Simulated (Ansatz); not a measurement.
An armchair WS2 nanoribbon, N = 6, bare edges, stretched and compressed along its axis from its relaxed period of 5.457 Å, atoms relaxed at each length.

Method: PBE (plane waves to 420 eV, PAW; Ansatz, a quantum-chemistry and plane-wave program). Mesh 1×1×6. No spin polarisation, so a magnetic state wasn't tested. One-dimensional cell, images about 11 Å apart. An idealised model, cut from the flat sheet. Symmetry and one short period hold its shape; lower forms weren't sought. Values not marked SOC lack spin–orbit coupling. Buckling under compression is shut out by symmetry and the short period. Energies are free energies at a Fermi–Dirac width of 0.02 eV, from the unstrained cell.

```json
[
 {"strain (%)": "-3.0", "energy (meV a period)": "+151", "axial force (nN)": "-3.01", "PBE gap (eV)": "0.31"},
 {"strain (%)": "-1.5", "energy (meV a period)": "+37", "axial force (nN)": "-1.46", "PBE gap (eV)": "0.34"},
 {"strain (%)": "0.0", "energy (meV a period)": "0", "axial force (nN)": "0.00", "PBE gap (eV)": "0.36"},
 {"strain (%)": "+1.5", "energy (meV a period)": "+36", "axial force (nN)": "+1.40", "PBE gap (eV)": "0.38"},
 {"strain (%)": "+3.0", "energy (meV a period)": "+141", "axial force (nN)": "+2.68", "PBE gap (eV)": "0.40"},
 {"strain (%)": "+6.0", "energy (meV a period)": "+530", "axial force (nN)": "+4.85", "PBE gap (eV)": "0.39"}
]
```

The slope of the force at zero strain is 96 nN.
